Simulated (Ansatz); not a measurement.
Band structure of TiCo (Pm-3m, 2 atoms in the cell).

```yaml
crystal:
  lattice:
    - [3.00910, 0.00000, 0.00000]
    - [0.00000, 3.00910, 0.00000]
    - [0.00000, 0.00000, 3.00910]
  atoms:
    - { symbol: Ti, position: [0.00000, 0.00000, 0.00000], spin: 1.0 }
    - { symbol: Co, position: [0.50000, 0.50000, 0.50000], spin: 3.0 }
```
(The spins are starting values, not results.)

Level of theory: PBE, harder PAW files (source: ansatz) (plane waves; Ansatz, a program for electronic structure).

Settings: basis.ecutwfc = 900 eV; kpoints.mp_grid.grid = 7 7 7; hamiltonian.xc = pbe; hamiltonian.pseudopotentials = {kind: paw, source: ansatz}; magnetization.spin_polarized = true; scf.occupations.method = cold; scf.occupations.width = 0.1 eV; kpoints.band_path.npoints = 6.

The starting cell comes from a database of computed structures (which also holds hypothetical and non-ambient phases and stackings), without a prior relaxation at this level. Its lattice was rescaled by a random factor within 2.5 % of one. With one magnetic atom in the cell only a parallel order is possible.

Levels in eV from the Fermi level, bands 12 to 19 of the first spin channel:
```
point     12     13     14     15     16    17    18    19
-----  -----  -----  -----  -----  -----  ----  ----  ----
Γ      -1.82  -1.82  -1.82   0.51   0.51  2.65  2.65  2.65
X      -1.93  -1.93  -1.47  -0.65  -0.60  0.70  0.70  2.23
M      -2.64  -1.51  -0.79   0.60   0.60  1.13  2.42  2.42
R      -1.99  -1.99  -1.99  -1.48  -1.48  3.17  3.17  6.68
```

Bands cross the Fermi level along this path, so the cell is metallic at this level.

The net moment of the cell came out as 0.84 μB.

Keys are those of Ansatz 0.2.
